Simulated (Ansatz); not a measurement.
**Response to strain in TiAl3**

Start from TiAl3 (space group I4/mmm, No. 139; a = 3.8181 Å, c = 8.5439 Å; relaxed with 0.1 eV smearing). Axes: x, y, z lie along a, b, c of the conventional cell.

Strains are applied to the cell and any free atomic positions relax.

Computed with PBEsol, PAW, 420 eV (Ansatz, a program for electronic structure; no spin-orbit coupling), earlier PAW set.

Notes on the quantities. pressure: mean of the normal stresses, compression positive; energy relative to the base: free energy F.

```json
[
 {"change": "base", "pressure": "0.0 GPa", "volume per atom": "15.57 Å³", "energy relative to the base": "0 meV/atom"},
 {"change": "isotropic strain −3.04 %", "pressure": "12.4 GPa", "volume per atom": "14.19 Å³", "energy relative to the base": "?"},
 {"change": "uniaxial strain ε_xx = −1.11 %", "pressure": "?", "volume per atom": "15.40 Å³", "energy relative to the base": "?"},
 {"change": "uniaxial strain ε_yy = +1.99 %", "pressure": "?", "volume per atom": "15.88 Å³", "energy relative to the base": "+3.8 meV/atom"},
 {"change": "tensor shear ε_xz = +0.98 %", "pressure": "0.1 GPa", "volume per atom": "15.57 Å³", "energy relative to the base": "+1.8 meV/atom"}
]
```

### Question
What belongs in the blanks?

### Answer

- isotropic strain −3.04 %, energy relative to the base: +49 meV/atom
- uniaxial strain ε_xx = −1.11 %, pressure: 1.3 GPa
- uniaxial strain ε_xx = −1.11 %, energy relative to the base: +1.2 meV/atom
- uniaxial strain ε_yy = +1.99 %, pressure: -2.1 GPa

No phonon test of stability was made. All final runs are without spin polarisation.
